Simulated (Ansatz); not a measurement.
BeTe: energy against volume

BeTe (zinc blende, F-43m, 22.707 Å³/atom and stress up to 0.01 GPa in the relaxed cell, cube axes along x, y and z) under an equal strain ε along all three axes. PBE in Ansatz, a plane-wave DFT program (PAW, default set), 420 eV, 10×10×10 Γ-centred mesh, Fermi-Dirac smearing 0.05 eV; ions are relaxed, or left where forces stay under 0.02 eV/Å, within the symmetry of each cell.

Here V stands for volume and E for E less E0.

```
volume (Å³/atom)  E less E0 (meV/atom)  pressure (GPa)
----------------  --------------------  --------------
20.7245                              ?               ?
21.3720                          15.37            3.87
21.7008                           8.53            2.81
22.0330                           3.75            1.82
22.3685                           0.93            0.88
22.7074                           0.00            0.01
23.0497                           0.87           -0.81
23.3955                           3.46           -1.58
23.7447                           7.70           -2.30
24.0973                          13.51           -2.97
```

**Question.** Using the third-order Birch-Murnaghan form, a cubic in V^(-2/3), estimate the missing E at V = 20.7245 from the other rows, showing the fit.

**Answer.** With u = V^(-2/3) - 0.1248, the rows have u = 0.0050484, 0.0037335, 0.0024382, 0.0011627, -0.0000937, -0.0013314, -0.0025511, -0.0037526, -0.0049363. Least squares gives E = 0.007 + 123.2·u + 578770·u² - 73616·u³. Residuals (row less fit): 0.000, -0.001, 0.003, -0.003, -0.001, 0.001, -0.001, 0.001, -0.001; standard error 0.002 (degrees of freedom: 5). Its minimum lies at u = -0.0001064, so V0 = (0.1246936)^(-3/2) = 22.71. There d²E/du² = 1158000 and d³E/du³ = -441700, so B0 = (4/9) × 22.71^(-7/3) × 1158000 × 0.160218 = 56.4 GPa (the last factor turns the table's units into GPa), and B0' = 4 + (2/3) × 0.1246936 × (-441700)/1158000 = 4.0. B0' rests on the cubic coefficient alone and has a standard error of 0.1 from these residuals. At the withheld row, u = 0.0077391, so E = 0.007 + 123.2 × 0.0077391 + 578770 × 0.0077391² - 73616 × 0.0077391³ = 35.591 meV/atom. The calculation gives 35.62 meV/atom, 0.029 meV/atom above the prediction (0.1 % of the range of E in the table). The row lies outside the fitted rows, so this is an extrapolation. The scatter of the fitted rows lies at the last printed digit.

Spin-orbit coupling is left out, which can shift these values for the heavy elements here. Other structures, which can take over under pressure, weren't tried. The same form fitted to the pressure column gives B0' = 4.0; series where the two differ by over 0.4 aren't shown. Rows are the converged runs of the series near zero and its far end, less any whose ions stayed unrelaxed beside relaxed ones; series whose fitted rows scatter by over a few per cent of the range, as at a crossing or softening among them, aren't shown in this form.
